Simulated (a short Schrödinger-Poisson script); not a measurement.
Solved with a short Schrödinger-Poisson script written for these runs: 1D Poisson equation in equilibrium, electrons quantum, Hartree plus LDA exchange-correlation (BenDaniel-Duke, 40 states a valley, the channel's in-plane mass for all, wave functions free to enter the barrier), parabolic valleys, classical holes, full ionisation, no traps, pinning or gate leakage.

System: gated Al0.3Ga0.7N/GaN polarisation-induced gas, at 20 K.

From the gate side: 15 nm Al0.3Ga0.7N; 6000 nm GaN, acceptors 8e14 cm⁻³.

Constants are typed, rounded textbook-type inputs, not results; the design itself was drawn at random and stands for no fabricated device. Al0.3Ga0.7N: permittivity 9.32, conduction-band edge (eV) 0.414, gap (eV) 4.021, electron mass (mₑ) 0.236, Nv at 300 K (cm⁻³) 4.6e19. GaN: permittivity 9.5, conduction-band edge (eV) 0, gap (eV) 3.43, Nv at 300 K (cm⁻³) 4.6e19.

Channel valleys (confinement mass, in-plane density-of-states mass, number): Γ 0.2, 0.2, 1. At the gate the conduction-band edge of layer 1 lies 1.23 eV − eVg above the Fermi level of the channel; the field vanishes at the back. Sheet of polarisation charge: +1.5e13 e/cm² at 15 nm from the gate. The barrier under the gate holds no holes. Gaps are held at their typed values at every temperature. Mesh 0.08 nm at interfaces.

**Question.** Give the centroid of the channel electrons at Vg = 0.5 V (nm); the capacitance at Vg = 0.5 V (μF/cm²); the lowest subband against the Fermi level at Vg = 0.5 V (meV).

**Answer.** centroid of the channel electrons at Vg = 0.5 V (nm): 1.57; capacitance at Vg = 0.5 V (μF/cm²): 0.526; lowest subband against the Fermi level at Vg = 0.5 V (meV): -140.
